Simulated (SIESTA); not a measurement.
Worked example: relaxation of cell and atoms of CaC2 (P-1, 6 atoms in the cell) in SIESTA.

Method: LDA PW92, numerical atomic orbitals DZP, PseudoDojo LDA standard norm-conserving potentials (rewritten from UPF to PSML) in SIESTA.

```
CaC2
1.0
    3.87625     0.00000     0.00000
    1.84964     3.53935     0.00000
    0.41179     1.00694     7.21993
Ca C
2 4
Cartesian
  2.99790   4.22838   5.43278
  3.13977   0.31791   1.78715
  1.27511   1.47812   0.43435
  4.86257   3.06817   6.78558
  3.08931   2.68237   3.13316
  3.04837   1.86392   4.08677
```

Reference input (self-consistent single point, DFT, LDA PW92, numerical atomic orbitals DZP, PseudoDojo LDA standard norm-conserving potentials (rewritten from UPF to PSML)): XC.functional = LDA; XC.authors = PW92; potentials = PseudoDojo LDA standard; PAO.BasisSize = DZP; PAO.EnergyShift = 0.01 Ry; MeshCutoff = 300 Ry; kgrid.MonkhorstPack = 7 6 3; OccupationFunction = FD; ElectronicTemperature = 10 K; MaxSCFIterations = 150; SCF.Mixer.Method = Pulay; SCF.Mixer.Weight = 0.1. This run's input differs from it in these lines:

```diff
@@ -45,2 +45,7 @@
 Diag.ParallelOverK           true
+MD.TypeOfRun                 FIRE
+MD.Steps                     40
+MD.MaxForceTol               0.02 eV/Ang
+MD.VariableCell              true
+MD.MaxStressTol              0.05 GPa
 WriteForces                  true
```

Output (repeated stretches shortened):

```
        iscf     Eharris(eV)        E_KS(eV)     FreeEng(eV)     dDmax    Ef(eV) dHmax(eV)
   scf:    1    -2746.373745    -2752.629509    -2752.629509  1.602276 -8.926614  5.697636
   scf:    2    -2754.923923    -2753.809670    -2753.809670  0.035068 -6.332461  4.545357
   scf:    3    -2756.852926    -2755.953559    -2755.953559  0.200323 -4.915900  0.458632
   scf:    4    -2755.920991    -2755.949309    -2755.949309  0.033845 -4.877613  0.636151
   scf:    5    -2755.979719    -2755.965878    -2755.965878  0.026822 -5.258593  0.308396
   scf:    6    -2755.978707    -2755.973522    -2755.973522  0.010140 -5.283842  0.074617
   scf:    7    -2755.962898    -2755.968875    -2755.968875  0.008118 -5.243864  0.236524
mix: Pulay -- inversion failed, > SVD [rank/size] 5 / 6
   scf:    8    -2755.976509    -2755.974081    -2755.974081  0.011299 -5.281416  0.003027
mix: Pulay -- inversion failed, > SVD [rank/size] 5 / 7
   scf:    9    -2755.974082    -2755.974081    -2755.974081  0.000036 -5.281461  0.002201
   scf:   10    -2755.974082    -2755.974082    -2755.974082  0.000144 -5.280991  0.001134
   scf:   11    -2755.974082    -2755.974082    -2755.974082  0.000046 -5.281032  0.000120
SCF Convergence by DM+H criterion
max |DM_out - DM_in|         :     0.0000455664
max |H_out - H_in|      (eV) :     0.0001203506
SCF cycle converged after 11 iterations

Using DM_out to compute the final energy and forces

siesta: E_KS(eV) =            -2755.9741

siesta: E_KS - E_eggbox =     -2755.9741

siesta: Atomic forces (eV/Ang):
     1   -0.118943    0.019732    0.039075
   [... lines left out ...]
siesta: Pressure (static):         13.63303091  kBar
siesta: Pressure (total):         13.63303091  kBar
No target stress found, assuming hydrostatic MD.TargetPressure.
Target stress (kBar)
outcell: Cell volume (Ang**3)        :     98.0315
        iscf     Eharris(eV)        E_KS(eV)     FreeEng(eV)     dDmax    Ef(eV) dHmax(eV)
siesta: Pressure (static):         -0.10147702  kBar
siesta: Pressure (total):         -0.10147702  kBar
outcell: Cell volume (Ang**3)        :     98.0315
siesta: FreeEng =     -2756.025650
   [... lines left out ...]
siesta:      5   -0.076686    0.059384   -0.028860
siesta:      6    0.076689   -0.059375    0.028885
siesta: ----------------------------------------
siesta:    Tot   -0.000001   -0.000004   -0.000000

siesta: Stress tensor (static) (eV/Ang**3):
siesta:    -0.001752    0.002249   -0.001624
siesta:     0.002245   -0.000260   -0.000585
siesta:    -0.001617   -0.000587    0.002202

siesta: Constrained stress tensor (static) (eV/Ang**3):
siesta:    -0.001752    0.002247   -0.001620
siesta:     0.002247   -0.000260   -0.000586
siesta:    -0.001620   -0.000586    0.002202

siesta: Cell volume =         98.031532 Ang**3

siesta: Pressure (static):
siesta:                Solid            Molecule  Units
siesta:          -0.00000069         -0.00000176  Ry/Bohr**3
siesta:          -0.00006334         -0.00016150  eV/Ang**3
siesta:          -0.10147702         -0.25874525  kBar
```

The relaxation ended unconverged. 

The starting cell comes from a database of computed structures (which also holds hypothetical and non-ambient phases and stackings), without a prior relaxation at this level. Its lattice was rescaled by a random factor within 2.5 % of one. Values carry the incompleteness of an atom-centred basis.

Cost on one core of a shared machine: roughly 7 min.
